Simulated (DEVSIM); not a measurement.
## illuminated Si p-on-n cell, one wavelength

System: illuminated Si p-on-n cell, one wavelength, at 300 K.

| layer (left to right) | material | thickness (μm) | Nd (cm⁻³) | Na (cm⁻³) | τn (s) | τp (s) | absorption coefficient (cm⁻¹) |
|---|---|---|---|---|---|---|---|
| 1 | Si | 0.100 | - | 3.1e18 | 1.2e-6 | 2.7e-6 | 5500 |
| 2 | Si | 49.0 | 1.5e17 | - | 1.3e-5 | 1.3e-5 | 5500 |

Left contact: ohmic, minority electron recombination velocity 2e6 cm/s. Right contact: ohmic, minority hole recombination velocity 50000 cm/s. Voltage is applied to the left contact. Recombination: SRH at mid-gap, radiative, Auger. Light enters at the left, 5.1e17 photons cm⁻² s⁻¹, one pass, no reflection. Mobility is μmin + (μ − μmin)/(1 + (N/Nref)^α).

This is a model device: material constants are rounded textbook-type values typed into the input, and sizes, dopings and lifetimes were drawn at random. Values at 300 K.

```csv
parameter,Si
gap (eV),1.124
affinity (eV),4.05
permittivity,11.7
Nc (cm⁻³),2.86e19
Nv (cm⁻³),3.1e19
μn (cm²/Vs),1417
μp (cm²/Vs),470
"μn,min",52
"μp,min",45
"Nref,n",9.7e16
"Nref,p",2.2e17
αn,0.68
αp,0.72
B (cm³/s),4.7e-15
Cn (cm⁶/s),2.8e-31
Cp (cm⁶/s),9.9e-32
```

Simulated with DEVSIM: 1D drift-diffusion, Boltzmann statistics, complete ionisation; no tunnelling, impact ionisation, image-force lowering or self-heating.

The potential step across the device at zero bias is 0.929 V, the largest field in the device at zero bias comes out as 200000 V/cm and the dark forward voltage at 1 A/cm² is 0.692 V. The dark forward voltage at 100 A/cm² comes out as 0.838 V. The short-circuit current comes out as 77.1 mA/cm². The open-circuit voltage is 0.625 V and the fill factor is 0.83. The largest power is 40.1 mW/cm² and the share of generated pairs collected at short circuit comes out as 0.944.

Small-signal capacitance in reverse bias (quasi-static):

```
V (V)  C (nF/cm²)
-----  ----------
-0.04         114
-0.1          110
-0.2          105
-0.3          101
-0.4         96.5
```

Dark forward current:

```tsv
V (V)	J (A/cm²)
0.05	9.0e-11
0.10	3.8e-10
0.15	1.6e-9
0.20	7.8e-9
0.25	4.5e-8
0.30	2.8e-7
0.35	1.9e-6
0.40	1.3e-5
0.45	8.8e-5
0.50	0.00061
0.55	0.0042
0.60	0.029
0.65	0.20
0.70	1.4
0.75	8.7
0.80	42
0.85	130
0.90	290
0.95	520
1.00	840
1.05	1200
1.10	1700
1.15	2300
```
